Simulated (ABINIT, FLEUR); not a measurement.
A FLEUR input for a self-consistent single point of Rb₃Zn (I4/mmm, 4 atoms in the cell) (DFT, LDA (Vosko-Wilk-Nusair), all-electron FLAPW (FLEUR), scalar-relativistic valence):

Input of the input generator:

```
Rb3Zn FLAPW
&input film=f /
-0.4065995657 0.4065995657 0.8181403219
0.4065995657 -0.4065995657 0.8181403219
0.4065995657 0.4065995657 -0.8181403219
14.5921312188
1.0 1.0 1.0

4
37 0.7500000000 0.2500000000 0.5000000000
37 0.2500000000 0.7500000000 0.5000000000
37 0.5000000000 0.5000000000 0.0000000000
30 0.0000000000 0.0000000000 0.0000000000

&comp jspins=1 /
&exco xctyp='vwn' /
&kpt div1=5 div2=5 div3=5 /
&end /
```

```xml
<?xml version="1.0" encoding="UTF-8" standalone="no"?>
<fleurInput fleurInputVersion="0.39">
   <comment>
      Rb3Zn FLAPW                                                                                         
   </comment>
   <calculationSetup>
      <cutoffs Kmax="3.8" Gmax="15.2" GmaxXC="15.2" numbands="0"/>
      <scfLoop itmax="80" minDistance="0.00001" maxIterBroyd="15" imix="Anderson" alpha="0.05" precondParam="0.0" spinf="2.0"/>
      <coreElectrons ctail="T" frcor="F" kcrel="0" coretail_lmax="0"/>
      <xcFunctional name="vwn" relativisticCorrections="F"/>
      <magnetism jspins="1"/>
      <soc l_soc="F" theta="0.0" phi="0.0" spav="F"/>
      <expertModes spex="0" secvar="F"/>
      <geometryOptimization l_f="T" forcealpha="1.0" forcemix="BFGS" epsdisp="0.00001" epsforce="0.00001"/>
      <ldaU l_linMix="F" mixParam="0.05" spinf="1.0"/>
   </calculationSetup>
   <cell>
      <bzIntegration valenceElectrons="39.0" mode="gauss" fermiSmearingEnergy="0.00999582">
         <kPointListSelection listName="default-1"/>
         <!-- k-points included here -->
         <xi:include xmlns:xi="http://www.w3.org/2001/XInclude" href="kpts.xml"> </xi:include>
      </bzIntegration>
      <!-- symmetry operations included here -->
      <xi:include xmlns:xi="http://www.w3.org/2001/XInclude" href="sym.xml"> </xi:include>
      <bulkLattice scale="1.0">
         <bravaisMatrix>
            <row-1>   -5.9331542162014923     5.9331542162014923    11.9384109325560708</row-1>
            <row-2>    5.9331542162014923    -5.9331542162014923    11.9384109325560708</row-2>
            <row-3>    5.9331542162014923     5.9331542162014923   -11.9384109325560708</row-3>
         </bravaisMatrix>
      </bulkLattice>
   </cell>
   <atomSpecies>
      <species name="Rubidium (Rb)" element="Rb" atomicNumber="37">
         <mtSphere radius="2.63" gridPoints="925" logIncrement="0.014"/>
         <atomicCutoffs lmax="10" lnonsphr="8"/>
         <electronConfig flipSpins="F">
            <coreConfig>(1s1/2) (2s1/2) (2p1/2) (2p3/2) (3s1/2) (3p1/2) (3p3/2) (3d3/2) (3d5/2)</coreConfig>
            <valenceConfig>(4s1/2) (4p1/2) (4p3/2) (5s1/2)</valenceConfig>
            <stateOccupation state="(5s1/2)" spinUp="0.5" spinDown="0.5"/>
         </electronConfig>
         <energyParameters s="5" p="5" d="4" f="4"/>
         <lo type="SCLO" l="0" n="4" eDeriv="0"/>
         <lo type="SCLO" l="1" n="4" eDeriv="0"/>
      </species>
      <species name="Zinc (Zn)" element="Zn" atomicNumber="30">
         <mtSphere radius="2.63" gridPoints="925" logIncrement="0.014"/>
         <atomicCutoffs lmax="10" lnonsphr="8"/>
         <electronConfig flipSpins="F">
            <coreConfig>(1s1/2) (2s1/2) (2p1/2) (2p3/2) (3s1/2) (3p1/2) (3p3/2)</coreConfig>
            <valenceConfig>(4s1/2) (3d3/2) (3d5/2)</valenceConfig>
         </electronConfig>
         <energyParameters s="4" p="4" d="3" f="4"/>
      </species>
   </atomSpecies>
   <atomGroups>
      <atomGroup species="Rubidium (Rb)">
         <relPos label="                   1">-1.000/4.000 1.000/4.000 1.000/2.000</relPos>
         <relPos label="                   2">1.000/4.000 -1.000/4.000 1.000/2.000</relPos>
         <force calculate="T" relaxXYZ="TTT"/>
      </atomGroup>
      <atomGroup species="Rubidium (Rb)">
         <relPos label="                   3">1.000/2.000 1.000/2.000 .0000000000</relPos>
         <force calculate="T" relaxXYZ="TTT"/>
      </atomGroup>
      <atomGroup species="Zinc (Zn)">
         <relPos label="                   4">.0000000000 .0000000000 .0000000000</relPos>
         <force calculate="T" relaxXYZ="TTT"/>
      </atomGroup>
   </atomGroups>
   <output dos="F" band="F" slice="F">
      <checks vchk="F" cdinf="F"/>
      <bandDOS minEnergy="-.5*Htr" maxEnergy="0.5*Htr" sigma="0.015" storeEVData="T"/>
      <vacuumDOS vacdos="F" integ="F" star="F" nstars="0" locx1="0.0" locy1="0.0" locx2="0.0" locy2="0.0" nstm="0" tworkf="0.0"/>
      <unfoldingBand unfoldBand="F" supercellX="1" supercellY="1" supercellZ="1"/>
      <plotting iplot="0" polar="F">
         <plot TwoD="T" vec1="  1.0  0.0  0.0" vec2="  0.0  1.0  0.0" vec3="  0.0  0.0  1.0" zero="  0.0  0.0  0.0" file="plot"/>
      </plotting>
      <chargeDensitySlicing numkpt="0" minEigenval="0.0" maxEigenval="0.0" nnne="0" pallst="F"/>
      <specialOutput eonly="F"/>
      <magneticCircularDichroism mcd="F" energyLo="-10.0" energyUp="0.0"/>
   </output>
  <!-- We include the file relax.xml here to enable relaxations (see documentation) -->
  <xi:include xmlns:xi="http://www.w3.org/2001/XInclude" href="relax.xml"> <xi:fallback/> </xi:include>
</fleurInput>
```

### Question
Write the same calculation as an input for ABINIT.

### Answer
This is the input that was run; spellings and numerical settings could be chosen otherwise.

```
# Rb3Zn, JTH v2.0 LDA PAW
pp_dirpath "./"
pseudos "Rb.LDA_PW-JTH.xml, Zn.LDA_PW-JTH.xml"
acell 14.5921312188 14.5921312188 14.5921312188
rprim
        -0.4065995657    0.4065995657    0.8181403219
         0.4065995657   -0.4065995657    0.8181403219
         0.4065995657    0.4065995657   -0.8181403219
natom 4
ntypat 2
znucl 37 30
typat 1 1 1 2
xcart
        -0.0000000000    5.9331542162    5.9692054664
         5.9331542162   -0.0000000000    5.9692054664
         0.0000000000    0.0000000000   11.9384109327
         0.0000000000    0.0000000000    0.0000000000
ecut 816 eV
pawecutdg 1633 eV
pawxcdev 0
occopt 7
tsmear 0.00999582
nband 27
kptopt 1
ngkpt 5 5 5
nshiftk 1
shiftk 0 0 0
nstep 60
tolvrs 1.0e-10
prtwf 0
prtden 0
prtvol 1
enunit 1
```

Basis, cutoffs, solver keys and any potentials are the target program's own. This input uses DFT, LDA (PW92), plane waves, PAW (JTH v2.0 LDA PAW). LDA parametrisations can differ slightly between programs.

The starting cell comes from a database of computed structures (which also holds hypothetical and non-ambient phases and stackings), without a prior relaxation at this level.
